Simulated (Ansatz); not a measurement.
Step by step: formation energy of Ga2PN (chalcopyrite, I-42d) from the elements

This concerns the formation energy of Ga2PN (chalcopyrite, I-42d) from the elements. Reaction: P (black phosphorus) + 2 Ga (Cmce) + 1/2 N2 (gas) → Ga2PN (chalcopyrite). Negative: the products are lower in energy. The value is per atom of the solid.

Ga2PN (chalcopyrite, I-42d), 8 atoms in the cell; this is a cell whose start was taken from, or built on, an entry of a structure database, and that this text hasn't matched to a measured one. Conventional cell: a = b = 5.003 Å, c = 9.812 Å, α = β = γ = 90.00°.

Ansatz (a program for electronic structure) with PAW potentials; structures come from PBE+D3(BJ) relaxations, nuclei static, no net charge. Ansatz runs with its PAW set soft_1. Other levels take these structures. The lattices are those relaxed with PBE+D3(BJ), so at other levels the solids can be strained. A dispersion term (D3(BJ), or D4 for r2SCAN) was computed beside these levels and is taken off wherever the name lacks it. Space groups of crystals are read within 0.01 Å.

Total energies of the cells in eV, at zero smearing width. They compare only within one column; the weights balance every element.

| cell | atoms | weight | PBE |
|---|---|---|---|
| Ga2PN (chalcopyrite) | 8 | +2 | -17413.84480 |
| P (black phosphorus) | 4 | −1 | -3022.56188 |
| Ga (Cmce) | 4 | −2 | -15132.07614 |
| N2 (gas) | 2 | −2 | -768.03289 |

PBE: 2 × (-17413.84480) − (-3022.56188) − 2 × (-15132.07614) − 2 × (-768.03289) = -4.910 eV; dividing by 16 atoms gives -0.31 eV/atom.

What follows from the PBE value: A formula unit of Ga2PN has 4 atoms, so it forms with -0.3069 × 4 = -1.228 eV, or -118.5 kJ/mol at 96.485 kJ/mol per eV.
